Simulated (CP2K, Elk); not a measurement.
A CP2K input for a self-consistent single point of MgTl (P1, 2 atoms in the cell) (DFT PBEsol, GPW, DZVP-MOLOPT-SR-GTH basis, GTH-PBE potentials (GTH_POTENTIALS)):

```
&GLOBAL
  PROJECT bulk
  RUN_TYPE ENERGY_FORCE
  PRINT_LEVEL LOW
&END GLOBAL
&FORCE_EVAL
  METHOD Quickstep
  STRESS_TENSOR ANALYTICAL
  &DFT
    BASIS_SET_FILE_NAME BASIS_MOLOPT
    POTENTIAL_FILE_NAME GTH_POTENTIALS
    &QS
      METHOD GPW
      EPS_DEFAULT 1E-10
    &END QS
    &MGRID
      CUTOFF 1000
      REL_CUTOFF 40
      NGRIDS 5
    &END MGRID
    &SCF
      SCF_GUESS ATOMIC
      EPS_SCF 1E-7
      MAX_SCF 100
      ADDED_MOS 5
      &DIAGONALIZATION
        ALGORITHM STANDARD
      &END DIAGONALIZATION
      &MIXING
        METHOD BROYDEN_MIXING
        ALPHA 0.3
        NBUFFER 10
        BETA 1
      &END MIXING
      &SMEAR ON
        METHOD GAUSSIAN
        SIGMA [eV] 0.272
      &END SMEAR
    &END SCF
    &KPOINTS
      SCHEME MONKHORST-PACK 7 7 7
    &END KPOINTS
    &XC
      &XC_FUNCTIONAL
        &PBE
          PARAMETRIZATION PBESOL
        &END PBE
      &END XC_FUNCTIONAL
    &END XC
    &PRINT
      &MO
        EIGENVALUES T
        OCCUPATION_NUMBERS T
        NDIGITS 8
        FILENAME mo
        &EACH
          QS_SCF 0
        &END EACH
        ADD_LAST NUMERIC
      &END MO
      &MULLIKEN OFF
      &END MULLIKEN
    &END PRINT
  &END DFT
  &SUBSYS
    &CELL
      ABC 3.63780000 3.63780000 3.63780000
      ALPHA_BETA_GAMMA 90.00000000 90.00000000 90.00000000
      PERIODIC XYZ
    &END CELL
    &COORD
      Mg       0.02119019     0.05236249     0.08206149
      Tl       1.79770981     1.76653751     1.73683851
    &END COORD
    &KIND Mg
      BASIS_SET DZVP-MOLOPT-SR-GTH
      POTENTIAL GTH-PBE-q10
    &END KIND
    &KIND Tl
      BASIS_SET DZVP-MOLOPT-SR-GTH
      POTENTIAL GTH-PBE-q13
    &END KIND
  &END SUBSYS
  &PRINT
    &FORCES ON
    &END FORCES
    &STRESS_TENSOR ON
    &END STRESS_TENSOR
  &END PRINT
&END FORCE_EVAL
```

Give the Elk input for the same structure, mesh, smearing and functional.

One input that does it (others would too):

```
tasks
  0

xctype
  22

rgkmax
  7.5

gmaxvr
  16.0

nxoapwlo
  1

stype
  0

swidth
  0.00999582

scale
  6.874445696

avec
    1.0000000000    0.0000000000    0.0000000000
    0.0000000000    1.0000000000    0.0000000000
    0.0000000000    0.0000000000    1.0000000000

atoms
  2   : nspecies
  'Mg.in'   : spfname
  1   : natoms; atposl, bfcmt below
  0.0058250000  0.0143940000  0.0225580000    0.0 0.0 0.0
  'Tl.in'   : spfname
  1   : natoms; atposl, bfcmt below
  0.4941750000  0.4856060000  0.4774420000    0.0 0.0 0.0

ngridk
  7 7 7
```

Basis settings and potentials, where a program has them, do not carry over. This input uses DFT, PBEsol, all-electron FP-LAPW, Elk's shipped species files, LAPW+lo basis.

The starting cell comes from a database of computed structures (which also holds hypothetical and non-ambient phases and stackings), without a prior relaxation at this level. For this run, on top of that: atoms moved at random.
